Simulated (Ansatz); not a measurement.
The cell is built on a prototype and need not be the phase stable at ambient conditions.

By PBEsol, the system below comes out a metal.

Input:

```
CELL_PARAMETERS angstrom
      4.86905     0.00000     0.00000
      0.00000     7.18271     0.00000
      0.00000     3.59136     2.07347
ATOMIC_POSITIONS crystal
  B  0.75000 0.66667 0.00000
  B  0.25000 0.33333 0.00000
  Re 0.00000 0.00000 0.00000
  Re 0.50000 0.00000 0.00000
  Re 0.25000 0.66667 0.00000
  Re 0.75000 0.33333 0.00000
```

Space group of this cell: P6_3/mmc. The cell was relaxed by PBE-D3(BJ); by PBEsol its mean pressure is -1.8 GPa.

The current flows along the normal of the first two printed cell vectors. No spin-orbit coupling; the value is a mean over 0.1 eV about the Fermi level.

Question: Give the ballistic conductance per area that PBEsol in Ansatz (a program for electronic structure) yields.

Answer: 0.97 × 10¹⁵ S/m² for both spins.
